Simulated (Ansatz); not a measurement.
Relaxation of the outer planes of the (110) surface of fcc Ni, ferromagnetic in its 1x1 cell, outermost plane spacing 1.24 Å in the ideal cut.

Method: PBE (plane waves to 420 eV, PAW; Ansatz, a program for electronic structure).

Model: 9-atom slab, 10.0 Å thick at the start (thin: gaps and levels are the slab's own), 15x11x1 mesh, Fermi-Dirac 0.1 eV, dipole correction, all atoms relaxed; start symmetry kept, larger cells not searched; spin-polarised, no spin-orbit, no U.

```csv
plane,atoms,bulk spacing to the next (Å),relaxed spacing (Å),change (%),rumpling (Å)
1,Ni,1.244,[?],[?],0.00
2,Ni,1.244,1.283,3.1,0.00
```

Q: Some entries are withheld; supply them.

A: 
- 1, relaxed spacing (Å): 1.117
- 1, change (%): -10.3
